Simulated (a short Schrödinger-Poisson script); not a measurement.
Structure: symmetric double-gate stack, Al2O3 on p-type Si(110), at 300 K.

| layer | material | thickness (nm) | Na (cm⁻³) |
|---|---|---|---|
| 1 | Al2O3 | 6.8 | - |
| 2 | Si | 10 | 2e16 |
| 3 | Al2O3 | 6.8 | - |

Constants are typed, rounded textbook-type inputs, not results; the design itself was drawn at random and stands for no fabricated device. Al2O3: permittivity 9, conduction-band edge (eV) 2.7, gap (eV) 6.8, electron mass (mₑ) 0.3. Si: permittivity 11.7, conduction-band edge (eV) 0, gap (eV) 1.124, Nv at 300 K (cm⁻³) 3.1e19.

Channel valleys (confinement mass, in-plane density-of-states mass, number): Δ4 0.315, 0.324, 4; Δ2 0.19, 0.417, 2. At the gates, both at one voltage, the conduction-band edge of layer 1 lies 3.28 eV − eVg above the Fermi level of the channel. Gaps are held at their typed values at every temperature. Mesh 0.03 nm at interfaces.

Solved with a short Schrödinger-Poisson script written for these runs: 1D Poisson equation in equilibrium, electrons quantum, Hartree (BenDaniel-Duke, 12 states a valley, the channel's in-plane mass for all, wave functions ending at the dielectric), parabolic valleys, classical holes, full ionisation, no traps, pinning or gate leakage.

The same stack at other levels of the model or other numerical settings:

```csv
run,sheet density of all electrons at Vg = 2 V (cm⁻²),sheet density of all electrons at Vg = 0.8 V (cm⁻²),capacitance of both gates at Vg = 2 V (μF/cm²),rough cost against the base
base,1.71e13,2.98e12,1.99,about 1
"electrons treated as classical, Boltzmann",1.98e13,3.53e12,…,0.04
"electrons treated as classical, Fermi-Dirac",…,3.51e12,…,0.1
mesh six times as coarse,1.72e13,2.98e12,1.99,0.3
```

Task: Fill in the missing entries.

Result: 
- electrons treated as classical, Fermi-Dirac, capacitance of both gates at Vg = 2 V (μF/cm²): 2.18
- electrons treated as classical, Fermi-Dirac, sheet density of all electrons at Vg = 2 V (cm⁻²): 1.94e13
- electrons treated as classical, Boltzmann, capacitance of both gates at Vg = 2 V (μF/cm²): 2.25

The classical rows ignore confinement, and Boltzmann statistics overrate the density once the band edge passes the Fermi level.
